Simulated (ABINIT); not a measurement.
A working ABINIT input for AlPd3 (Pm-3m, 4 atoms in the cell) (DFT, LDA (PW92), plane waves, PAW (JTH v2.0 LDA PAW)):

```
# AlPd3, JTH v2.0 LDA PAW
pp_dirpath "./"
pseudos "Al.LDA_PW-JTH.xml, Pd.LDA_PW-JTH.xml"
acell 3*1.0
rprim
         7.3221029178    0.0000000000    0.0000000000
         0.0000000000    7.3221029178    0.0000000000
         0.0000000000    0.0000000000    7.3221029178
natom 4
ntypat 2
znucl 13 46
typat 1 2 2 2
xred
         0.0000000000    0.0000000000    0.0000000000
         0.0000000000    0.5000000000    0.5000000000
         0.5000000000    0.0000000000    0.5000000000
         0.5000000000    0.5000000000    0.0000000000
ecut 653 eV
pawecutdg 1306 eV
occopt 6
tsmear 0.1 eV
nband 37
kptopt 1
ngkpt 5 5 5
nshiftk 1
shiftk 0 0 0
nstep 60
toldfe 1.0e-09
prtwf 0
prtden 0
prtvol 1
enunit 1
```

The run converged in 25 iterations: free energy E − TS -10597.62 eV; Fermi level (on the code's own zero) 11.29 eV; pressure -8.99 GPa. Each of these slips is then made, one at a time:

(1)
```diff
-ngkpt 5 5 5
+ngkpts 5 5 5
```

(2)
```diff
-nband 37
+nband 27
```

(3)
```diff
-nstep 60
+nstep 3
```

Task: How does each altered input end?

Result: 
(1) A keyword that the program does not know. The program stopped before any SCF iteration.
```
Found token: `NGKPTS` in the input file.
This name is not one of the registered input variable names (see https://docs.abinit.org/).
Action: check your input file. Perhaps you mistyped the input variable,
or specified "img", although this was not permitted for this input variable.
```

(2) Too few bands. The program stopped before any SCF iteration.
```
Initialization of occ variables with occopt: 6
There are not enough bands to get charge balance right with nelect:  5.7000E+01
Action: modify input file
(check the pseudopotential charges, the variable cellcharge, the variable jellslab,
and the declared number of bands, nband)
```

(3) An iteration limit that is too low. The run ended unconverged after 3 iterations.

The starting cell comes from a database of computed structures (which also holds hypothetical and non-ambient phases and stackings), without a prior relaxation at this level. Spin polarisation is off. In the base run, with a pressure of about -9 GPa the cell is away from its equilibrium volume at this level.

Left out of this page: 3 runs of the series with a known weakness of the program; 1 run of the series unsound by tests on forces, stress, charge or solver warnings.
